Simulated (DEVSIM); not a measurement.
System: Schottky contact on p-type Si, at 250 K.

Layer 1 from the left is Si, thickness (μm) 11.0, Na (cm⁻³) 9.6e16, τn (s) 2.5e-6, τp (s) 2.5e-6. Layer 2 from the left is Si, thickness (μm) 0.850, Na (cm⁻³) 1e18, τn (s) 2.5e-6, τp (s) 2.5e-6.

Left contact: Schottky, work function 4.714 eV, emission velocity 4.9e6 cm/s. Right contact: ohmic. Voltage is applied to the left contact. Recombination: SRH at mid-gap, Auger. Gap narrowing is on: ΔEg = 6.92 meV × (l + √(l² + 0.5)), l = ln(N/1.3e17 cm⁻³), shared equally by both band edges. Mobility is μmin + (μ − μmin)/(1 + (N/Nref)^α).

Constants are typed, rounded textbook-type inputs, not results; the design itself was drawn at random and stands for no fabricated device. Values at 300 K; Nc and Nv go as T^1.5, mobilities as T to minus their exponent, the gap by Varshni's rule with the affinity fixed.

Si: gap (eV) 1.124, affinity (eV) 4.05, permittivity 11.7, Nc (cm⁻³) 2.86e19, Nv (cm⁻³) 3.1e19, μn (cm²/Vs) 1417, μp (cm²/Vs) 470, μn,min 52, μp,min 45, Nref,n 9.7e16, Nref,p 2.2e17, αn 0.68, αp 0.72, T exponent of μn 2.3, T exponent of μp 2.2, Cn (cm⁶/s) 2.8e-31, Cp (cm⁶/s) 9.9e-32, Varshni α (eV/K) 0.000473, Varshni β (K) 636.

Simulated with DEVSIM: 1D drift-diffusion, Boltzmann statistics, complete ionisation; no tunnelling, impact ionisation, image-force lowering or self-heating. Metal contacts follow the ideal Schottky-Mott rule: no Fermi-level pinning, no interface dipoles.

Dark forward current:

```
|V| (V)  |J| (A/cm²)
-------  -----------
0.05         0.04971
0.10          0.5472
0.15           5.339
0.20           41.08
0.25           166.1
0.30           373.4
0.35           622.9
0.40           893.8
0.45            1177
0.50            1468
0.55            1764
0.60            2064
```

Question: Work out the local ideality factor n = ΔV / (kT/q · ln(J2/J1)) between the rows 0.10 and 0.15 V, 0.55 and 0.60 V.

Answer: kT/q = 21.54 mV. From 0.10 to 0.15 V: ln(5.339/0.5472) = 2.278, n = 1.02, near the 1 of diffusion or emission over a barrier. From 0.55 to 0.60 V: ln(2064/1764) = 0.157, n = 14.78; the layers' resistance at their doping, Σ W/(qμN) = 0.00015 Ω cm², would take 46 mV of this step of 50 mV.

Question: Estimate the current at 0.10 V for emission alone, J0 = q v N_band exp(−φB/kT), and read the barrier back from the simulated current.

Answer: φB = 0.472 eV, N_band = 2.36e19 cm⁻³, J0 = 0.00561 A/cm²; J = J0 (exp(qV/kT) − 1) = 0.576 A/cm². The simulation gives 0.547 A/cm²; the estimate lies 5.3 % above. Read backwards, the simulated current gives an apparent barrier of 0.473 eV. The estimate leaves out transport through the depletion region and minority injection.
